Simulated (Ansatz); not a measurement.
The starting structures come from a database of crystals and need not be the phases stable at ambient conditions.

 Where the default PAW files enter, the runs use the earlier of Ansatz's two default sets.

Inside the gap of an insulator the Bloch states are evanescent, with a wavenumber k + iκ along the transport direction.

Here is the system:

```
CELL_PARAMETERS angstrom
      4.84423     0.00000     0.00000
     -0.67327     4.79721     0.00000
      0.67327     0.77436     4.73430
ATOMIC_POSITIONS crystal
  K  0.50000 0.50000 0.50000
  As 0.00000 0.00000 0.00000
  F  0.07822 0.76810 0.27690
  F  0.92178 0.23190 0.72310
  F  0.72310 0.07822 0.23190
  F  0.27690 0.92178 0.76810
  F  0.76810 0.72310 0.92178
  F  0.23190 0.27690 0.07822
```

Space group of this cell: R-3. The cell is taken as given; by PBEsol its mean pressure is 1.7 GPa.

Transport runs along the normal of the first two printed cell vectors, the (101) plane of the conventional cell.

The gap is the functional's own. No spin-orbit coupling. Mid-gap values are interpolated on the energy grid.

Estimate the band gap and the smallest decay constant κ at mid-gap that PBEsol (Ansatz, an electronic-structure program) returns for this system.

Gap 5.37 eV on a 6×6×6 mesh; κ = 0.532 1/Å, at the zone centre.
